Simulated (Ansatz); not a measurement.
TiZn2O4, treated with PBEsol in Ansatz (plane waves, PAW).

Run with plane-wave cutoff 520 eV, 8×8×6 k mesh (along the axes of the cell as run), Fermi–Dirac smearing 0.03 eV, no spin polarisation, scalar-relativistic PAW data made under PBE.

Starting structure:

```
TiZn2O4
1.0
    6.07598     0.00000     0.00000
    0.00000     6.07598     0.00000
    0.00000     0.00000     8.51564
Ti Zn O
4 8 16
Cartesian
  3.03799   1.45386   0.00000
  4.62212   3.03799   2.12891
  3.03799   4.62212   4.25782
  1.45386   3.03799   6.38673
  1.53576   1.53576   3.19337
  4.54022   1.53576   5.32227
  4.54022   4.54022   7.45118
  1.53576   4.54022   1.06445
  0.00000   1.48795   0.00000
  4.58803   0.00000   2.12891
  0.00000   4.58803   4.25782
  1.48795   0.00000   6.38673
  5.91715   4.46147   2.12320
  1.61451   5.91715   4.25211
  0.15883   1.61451   6.38102
  4.46147   0.15883   8.50993
  5.91715   1.61451   2.13462
  1.61451   0.15883   0.00571
  0.15883   4.46147   6.39244
  4.46147   5.91715   4.26353
  3.12439   1.61822   1.97537
  4.45776   3.12439   4.10428
  2.95159   4.45776   6.23319
  1.61822   2.95159   8.36210
  3.12439   4.45776   2.28245
  4.45776   2.95159   0.15354
  2.95159   1.61822   6.54027
  1.61822   3.12439   4.41136
```

### Question
Into what structure does the relaxation of cell and atoms lead at this level, with the symmetry of the start kept?

### Answer
The volume drops by 4.6 %; final space group P4_122.
```
TiZn2O4
1.0
    5.98951     0.00000     0.00000
    0.00000     5.98951     0.00000
    0.00000     0.00000     8.35650
Ti Zn O
4 8 16
Cartesian
  2.99475   1.42869   0.00000
  4.56081   2.99475   2.08913
  2.99475   4.56081   4.17825
  1.42869   2.99475   6.26738
  1.51460   1.51460   3.13369
  4.47491   1.51460   5.22281
  4.47491   4.47491   7.31194
  1.51460   4.47491   1.04456
  0.00000   1.46103   0.00000
  4.52848   0.00000   2.08913
  0.00000   4.52848   4.17825
  1.46103   0.00000   6.26738
  5.84346   4.40402   2.08639
  1.58549   5.84346   4.17552
  0.14605   1.58549   6.26464
  4.40402   0.14605   8.35377
  5.84346   1.58549   2.09186
  1.58549   0.14605   0.00273
  0.14605   4.40402   6.27011
  4.40402   5.84346   4.18098
  3.08368   1.59326   1.95005
  4.39625   3.08368   4.03918
  2.90583   4.39625   6.12830
  1.59326   2.90583   8.21743
  3.08368   4.39625   2.22820
  4.39625   2.90583   0.13907
  2.90583   1.59326   6.40645
  1.59326   3.08368   4.31732
```

Note: the relaxation could not lower the start's symmetry, so the cell can be a saddle point above a distorted one.

Ansatz is a quantum-chemistry and plane-wave program.
